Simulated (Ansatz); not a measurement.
Take TiO$_{2}$ in the rutile structure (space group P4_2/mnm, No. 136; a = 4.591 Å, c = 2.939 Å) as the base. Axes: x, y, z lie along a, b, c of the conventional cell.

Structures relaxed with PBEsol (Ansatz, a first-principles code, PAW, scalar-relativistic without spin-orbit coupling).

Base:

Simulated powder pattern, Cu Kα1, λ = 1.54056 Å (kinematic, ideal powder, no thermal factors, no anomalous dispersion; the 8 strongest lines at most, above 2 %, up to 2θ = 90°):

```json
[
 {"2θ (°)": "27.45", "I/Imax (%)": "100", "hkl": "(110)"},
 {"2θ (°)": "36.26", "I/Imax (%)": "46", "hkl": "(101)"},
 {"2θ (°)": "41.41", "I/Imax (%)": "19", "hkl": "(111)"},
 {"2θ (°)": "54.47", "I/Imax (%)": "58", "hkl": "(211)"},
 {"2θ (°)": "56.66", "I/Imax (%)": "18", "hkl": "(220)"},
 {"2θ (°)": "64.08", "I/Imax (%)": "8.6", "hkl": "(310)"},
 {"2θ (°)": "69.15", "I/Imax (%)": "21", "hkl": "(301)"},
 {"2θ (°)": "70.25", "I/Imax (%)": "10", "hkl": "(112)"}
]
```

Modification: uniaxial strain ε_zz = +1.80 %, all other strain components held at zero, atoms relaxed at fixed cell.

After the change:

Simulated powder pattern, Cu Kα1, λ = 1.54056 Å (kinematic, ideal powder, no thermal factors, no anomalous dispersion; the 8 strongest lines at most, above 2 %, up to 2θ = 90°):

| 2θ (°) | d (Å) | I/Imax (%) | hkl |
|---|---|---|---|
| 27.45 | 3.246 | 100 | (110) |
| 35.79 | 2.507 | 47 | (101) |
| 40.99 | 2.200 | 19 | (111) |
| 54.13 | 1.693 | 59 | (211) |
| 56.66 | 1.623 | 17 | (220) |
| 61.98 | 1.496 | 8.8 | (002) |
| 68.85 | 1.363 | 22 | (301) |
| 69.07 | 1.359 | 11 | (112) |

The indices refer to the base's conventional cell; one index is shown for lines that coincide.

No phonon test of stability was made. The final runs are not spin-polarised.
